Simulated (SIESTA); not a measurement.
# One base run on Y2W2O7 (P1, 22 atoms in the cell) and variants with one or two settings moved

```yaml
crystal:
  lattice:
    - [6.33225, -3.69850, 0.00000]
    - [6.33225, 3.69850, 0.00000]
    - [-4.18018, 0.00000, 6.14719]
  atoms:
    - { symbol: Y, position: [0.00784, 0.50540, 0.50816] }
    - { symbol: Y, position: [0.50586, 0.99593, 0.50312] }
    - { symbol: Y, position: [0.49834, 0.50219, 0.50435] }
    - { symbol: Y, position: [0.50724, 0.49279, 0.99806] }
    - { symbol: W, position: [0.48145, 0.00895, 0.99788], spin: 1.0 }
    - { symbol: W, position: [0.00537, 0.50479, 0.00431], spin: 1.0 }
    - { symbol: W, position: [0.99800, 0.99727, 0.99609], spin: 1.0 }
    - { symbol: W, position: [0.99549, 0.00274, 0.48499], spin: 1.0 }
    - { symbol: O, position: [0.62763, 0.62985, 0.38085] }
    - { symbol: O, position: [0.37942, 0.36846, 0.61894] }
    - { symbol: O, position: [0.90152, 0.33281, 0.65811] }
    - { symbol: O, position: [0.08136, 0.66537, 0.34506] }
    - { symbol: O, position: [0.67142, 0.07923, 0.33619] }
    - { symbol: O, position: [0.33338, 0.90879, 0.66339] }
    - { symbol: O, position: [0.63571, 0.10886, 0.90838] }
    - { symbol: O, position: [0.35582, 0.90671, 0.09785] }
    - { symbol: O, position: [0.91643, 0.36055, 0.11762] }
    - { symbol: O, position: [0.09204, 0.64353, 0.88671] }
    - { symbol: O, position: [0.90721, 0.91322, 0.65145] }
    - { symbol: O, position: [0.08405, 0.08554, 0.34293] }
    - { symbol: O, position: [0.34094, 0.33644, 0.10470] }
    - { symbol: O, position: [0.67348, 0.65058, 0.89084] }
```
(The spins are starting values, not results.)

Base run A: LDA PW92, numerical atomic orbitals DZP, PseudoDojo LDA standard norm-conserving potentials (rewritten from UPF to PSML) run with SIESTA 5.4.2, self-consistent single point.

Its settings: XC.functional = LDA; XC.authors = PW92; potentials = PseudoDojo LDA standard; PAO.BasisSize = DZP; PAO.EnergyShift = 0.01 Ry; MeshCutoff = 350 Ry; kgrid.MonkhorstPack = 2 2 2; OccupationFunction = MP; OccupationMPOrder = 0; ElectronicTemperature = 50 meV; Spin = polarized; MaxSCFIterations = 150; SCF.Mixer.Method = Pulay; SCF.Mixer.Weight = 0.1; SCF.Mixer.History = 6; SCF.DM.Tolerance = 1.0E-04.

The starting cell comes from a database of computed structures (which also holds hypothetical and non-ambient phases and stackings), without a prior relaxation at this level. Its atoms were displaced at random from the sites of space group no. 12. The magnetic order is the one reached from the typed start; others were not searched systematically. Values carry the incompleteness of an atom-centred basis. In the base run, with a pressure of about -19 GPa the cell is away from its equilibrium volume at this level. In the base run, forces exceed 1 eV/Å. Without a gap this mesh is coarse (it stands for a supercell whose shortest vector is 15 Å).

ΔF is the free energy per atom less that of run A. A dash stands where there is no value to compare (another energy zero or no entropy term, no result, no spin, no clean gap, or a mesh too coarse for one). Total energies depend on the potentials, the functional and any Hubbard or dispersion term, so they are compared only between runs that share all of them.

Run A gave: pressure (GPa) -19.19; largest force (eV/Å) 1.963; size of the net moment (μB/atom) 0.19; ending converged.

Runs:
- B: ElectronicTemperature: 50 meV → 100 meV
- C: ElectronicTemperature: 50 meV → 300 meV
- D: DFTU.ProjectorGenerationMethod: default → 2; DFTU.CutoffNorm: default → 0.9; DFTU.FirstIteration: default → true; DFTU.proj: default → [W 1, n=5 2, 6.00 0.00, 0.00 0.00] [LDA PW92+U]
- E: lattice scaled by 0.985; MeshCutoff: 350 Ry → 210 Ry

**Question.** What does run E change against A?

**Answer.** The free energy falls by 55.6 meV/atom, the pressure goes from -19.19 to -11.10 GPa, the largest force goes from 1.963 to 2.740 eV/Å and the size of the net moment moves little (0.19 to 0.18 μB/atom).

**Question.** What does run C change against A?

**Answer.** The free energy drops by 11.2 meV/atom, the pressure moves little (-19.19 to -19.13 GPa), the largest force goes from 1.963 to 2.035 eV/Å and the size of the net moment hardly changes (0.19 to 0.18 μB/atom).

```json
[
 {"run": "A", "ΔF (meV/atom)": "0.00", "pressure (GPa)": "-19.19", "largest force (eV/Å)": "1.963", "size of the net moment (μB/atom)": "0.19", "ending": "converged"},
 {"run": "B", "ΔF (meV/atom)": "-0.75", "pressure (GPa)": "-19.14", "largest force (eV/Å)": "1.970", "size of the net moment (μB/atom)": "0.20", "ending": "converged"},
 {"run": "C", "ΔF (meV/atom)": "-11.2", "pressure (GPa)": "-19.13", "largest force (eV/Å)": "2.035", "size of the net moment (μB/atom)": "0.18", "ending": "converged"},
 {"run": "D", "ΔF (meV/atom)": "–", "pressure (GPa)": "–", "largest force (eV/Å)": "–", "size of the net moment (μB/atom)": "–", "ending": "not converged"},
 {"run": "E", "ΔF (meV/atom)": "-55.6", "pressure (GPa)": "-11.10", "largest force (eV/Å)": "2.740", "size of the net moment (μB/atom)": "0.18", "ending": "converged"}
]
```
